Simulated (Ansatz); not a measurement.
The parent structure is Sn in the diamond structure (space group Fd-3m, No. 227; relaxed with 0.1 eV smearing).

```
CELL_PARAMETERS angstrom
      0.00000     3.27009     3.27009
      3.27009     0.00000     3.27009
      3.27009     3.27009     0.00000
ATOMIC_POSITIONS crystal
  Sn 0.00000 0.00000 0.00000
  Sn 0.25000 0.25000 0.25000
```

Cartesian axes are those of the cell as printed.

Level of theory: Kohn–Sham DFT with the PBEsol functional, run in Ansatz (an electronic-structure program) with PAW and 420 eV plane waves, no spin-orbit coupling.

Before the change:

Pressure: 0.0 GPa
Band gap: zero
Shortest interatomic distance: 2.832 Å

Now apply this change: the cell is stretched by 3.00 % along z with no lateral relaxation; the atoms relax in the strained cell.

How does this affect the pressure, energy relative to the base, band gap and shortest interatomic distance?

The pressure (mean of the normal stresses, compression positive) goes from zero to -1.1 GPa; the energy increases by 5.8 meV/atom; the band gap is still zero; the shortest interatomic distance grows by 0.029 Å (2.832 Å → 2.861 Å).

No phonon test of stability was made.
